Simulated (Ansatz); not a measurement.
Consider NbN in the rock salt structure (space group Fm-3m, No. 225; a = 4.421 Å).

Computed with plane-wave PAW DFT at the PBE level (Ansatz, a quantum-chemistry and plane-wave program, 420 eV), without spin-orbit coupling, earlier PAW set.

One change was made to it. Results:

| quantity | base | after |
|---|---|---|
| shortest interatomic distance | 2.211 Å | 2.195 Å |
| band gap | zero | zero |

**Question.** Which change produced these results?
(A) pressure 3 GPa
(B) pressure −1 GPa
(C) pressure −2 GPa
(D) pressure 7 GPa

**Answer.** D, pressure 7 GPa. For comparison, the shortest interatomic distance in the other runs: pressure −2 GPa gives 2.215 Å; pressure −1 GPa gives 2.213 Å; pressure 3 GPa gives 2.204 Å.

Load acts through the strain it causes; cell and atoms are relaxed under it. Whether these cells are dynamically stable was not tested. Competing high-pressure phases were not computed. All final runs are without spin polarisation.
